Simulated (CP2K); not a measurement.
Band structure of Be3N2 (R3m, 5 atoms in the cell).

```xyz
5
Lattice="5.1350 0.0000 0.0000 4.3498 2.7289 0.0000 4.3498 1.2515 2.4250" Properties=species:S:1:pos:R:3 pbc="T T T"
Be    11.8839     3.4192     2.0831
Be     4.3951     1.2645     0.7704
Be     1.2287     0.3535     0.2154
N      2.8245     0.8126     0.4951
N      9.8009     2.8199     1.7180
```

Method of the run: CP2K with LDA (Pade form), GPW, DZVP-MOLOPT-SR-GTH basis, GTH-PADE potentials (GTH_POTENTIALS).

Settings: CUTOFF = 600 Ry; REL_CUTOFF = 60 Ry; KPOINTS/SCHEME = MONKHORST-PACK 9 9 9; XC_FUNCTIONAL = PADE; Be/BASIS_SET = DZVP-MOLOPT-SR-GTH; Be/POTENTIAL = GTH-PADE-q4; N/BASIS_SET = DZVP-MOLOPT-SR-GTH; N/POTENTIAL = GTH-PADE-q5; METHOD = GPW; EPS_DEFAULT = 1e-10; EXTRAPOLATION = USE_GUESS; NGRIDS = 5; SCF_GUESS = ATOMIC; EPS_SCF = 1e-06.

The starting cell comes from a database of computed structures (which also holds hypothetical and non-ambient phases and stackings), without a prior relaxation at this level. Values carry the incompleteness of an atom-centred basis.

Question: Predict the gap along the standard path and the places of the band edges.

Answer: The gap along the path is 3.47 eV, from Γ to F; the smallest direct gap on it is 4.58 eV.

Levels in eV from the top of the valence band on the SCF mesh, bands 8 to 12:
```
point      8      9     10     11    12
-----  -----  -----  -----  -----  ----
Γ      -1.30  -0.48   0.00   0.00  6.17
L      -3.80  -3.18  -3.16  -2.15  6.50
Z      -1.09  -1.09  -0.35  -0.35  6.99
F      -3.67  -3.60  -1.39  -1.12  3.47
P1     -3.67  -3.56  -1.65  -1.54  3.95
P      -3.67  -3.56  -1.65  -1.54  3.95
```

Higher empty bands are left out: an atom-centred basis made for the valence describes them poorly.
